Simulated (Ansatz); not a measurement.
Base system: MgS in the rock salt structure (space group Fm-3m, No. 225; a = 5.230 Å). Axes: x, y, z lie along the cube axes.

Calculations: Ansatz (an electronic-structure program), PBE, PAW, cutoff 420 eV, without spin-orbit coupling.

Perturbation: every lattice vector is shortened by 2.50 %; the atoms relax in the strained cell.

Question: Predict the stress tensor and what it implies for the stiffness.

Answer: Stress of the strained cell less that of the base (GPa, compression positive):
```
   6.56    0.00    0.00
   0.00    6.56    0.00
   0.00    0.00    6.56
```

Then B = −ΔP/(ΔV/V₀) with ΔV/V₀ = -0.0731 gives secant stiffness values (nonlinear terms included at this strain): B ≈ 90 GPa.

As a check, the harmonic strain energy −½ V₀ Δσ:ε is 27 meV/atom; the computed energy rise is 25 meV/atom.

Whether these cells are dynamically stable was not tested.
